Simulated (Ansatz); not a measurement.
Consider this model of amorphous Ti20O41Ag2.

```xyz
63
Lattice="8.6851 -0.1048 0.0340 -0.1048 9.5254 0.2521 0.0340 0.2521 9.4847" Properties=species:S:1:pos:R:3 pbc="T T T"
Ti     7.0369     3.0650     9.5155
Ti     7.5443     6.6009     0.3258
Ti     8.2851     8.3974     6.4576
Ti     2.0481     6.8856     7.9180
Ti     1.6220     5.5981     1.9845
Ti     2.3734     8.1188     4.4532
Ti     5.8551     8.5981     4.1185
Ti     7.6003     5.1583     7.1132
Ti     5.5000     7.6061     7.6977
Ti     4.1721     1.1697     8.6558
Ti     1.5815     4.6950     5.5267
Ti     3.6886     2.2422     4.9197
Ti     7.8024     5.7632     3.7687
Ti     1.3216     8.5409     1.1801
Ti     1.0183     1.2011     3.9656
Ti     6.3144     2.4800     3.0782
Ti     0.9697     2.2607     0.8592
Ti     3.8473     3.5931     1.2738
Ti     7.3603     2.2309     5.9991
Ti     4.6780     4.1064     7.2787
O      7.5725     4.9596     9.0273
O      5.7266     3.4679     1.4611
O      2.7267     9.4255     9.6993
O      4.1430     2.7710     3.2094
O      3.0369     2.0705     0.5278
O      4.8941     9.2359     8.0715
O      0.4980     8.9728     4.7590
O      7.9065     2.4836     1.7009
O      8.3064     5.7935     1.8773
O      8.0435     1.8747     4.2079
O      6.2433     8.3430     5.9115
O      8.1636     6.3376     5.5662
O      3.4745     5.3362     2.0840
O      6.4968     3.3320     7.4254
O      6.0397     0.6773     2.9300
O      5.6797     2.1973     5.1305
O      5.8134     5.6145     6.7837
O      5.7680     1.7168     9.3381
O      8.3250     8.3146     0.6187
O      3.4795     4.2798     5.7587
O      1.2078     8.3715     7.2991
O      1.6058     6.6673     0.3011
O      1.2033     0.7684     2.1420
O      3.9080     2.2199     7.1617
O      2.9128     0.5417     4.6141
O      0.9988     5.1167     3.7692
O      6.8480     7.3535     3.3230
O      3.8155     6.8627     7.6915
O      1.8301     2.7688     4.7801
O      7.5646     7.2071     7.8516
O      8.5235     3.7552     6.0653
O      4.1699     7.9633     3.8520
O      8.0093     0.6606     6.6113
O      1.7322     7.5640     2.7706
O      4.1903     4.4334     8.9319
O      2.2871     6.6886     5.4382
O      5.8316     7.1665     9.6304
O      1.6116     3.9227     1.2490
O      6.7265     4.3560     3.8575
O      0.0643     2.4569     8.8514
O      1.2454     5.3399     7.3407
Ag     4.3002     7.7071     1.5097
Ag     4.7111     5.5070     4.1051
```

Computed with PBE, scalar-relativistic without spin-orbit coupling (plane waves to 420 eV, PAW; Ansatz, a program for electronic structure).

It comes from a melt-quench run on a machine-learned potential (CHGNet), relaxed afterwards by DFT. O atoms were pushed apart under 1.9 Å during the dynamics, to hinder bonds among them. The hot cell started wider than the set density and was brought back towards it in steps. It is the lowest in DFT energy of 2 quenches. It is a model cell: composition and starting density were chosen by hand, and all elements were melted together. No dispersion term was used. Its density started from a set value of 3.87 and ended at 3.87 g/cm³. The simulated quench (nominally 240 K/ps over its main leg) is rapid and tends to freeze in more defects than a deposited or slowly cooled glass has. One small periodic cell is one sample of the glass; other quenches scatter about these values. The volume was held where the preparation left it and the shape relaxed, at a PBE pressure of -0.1 GPa (tension). On a 2×2×2 Γ-centred mesh force components of up to 0.16 eV/Å stay, since the relaxation ran on the zone centre alone.

Neighbours within Ti-Ti 3.12 Å, Ti-O 2.52 Å, Ti-Ag 3.16 Å, O-O 1.58 Å, O-Ag 2.53 Å, Ag-Ag 3.19 Å count as bonded. Two cations that share two anions don't count as bonded, nor two that share one unless they lie closer than Ti-Ti 3.04 Å, Ti-Ag 3.07 Å, Ag-Ag 3.10 Å.

Task: Give the coordination numbers, mean bond lengths and angles.

Result: 
The mean coordination of Ti by anions is 5.50 (1 with 4, 10 with 5, 7 with 6, 2 with 7); 1 close contacts or bonds to cations besides. The mean coordination of O is 2.83 (11 with 2, 26 with 3, 4 with 4) and the mean coordination of Ag by anions is 3.00 (1 with 2, 1 with 4); 1 close contacts or bonds to cations besides. The mean Ti-O bond is 1.972 Å (spread 0.140 Å, 110 counted) and the mean O-Ag bond is 2.362 Å (spread 0.104 Å, 6 counted). The bond angle at Ti comes out as mean 104.4°, spread 27.6°, the bond angle at O is mean 118.1°, spread 20.1° and the bond angle at Ag comes out as mean 112.3°, spread 17.4°.

Task: List the pairs of like atoms that count as bonded by the rules above.

Result: There are none by these rules.
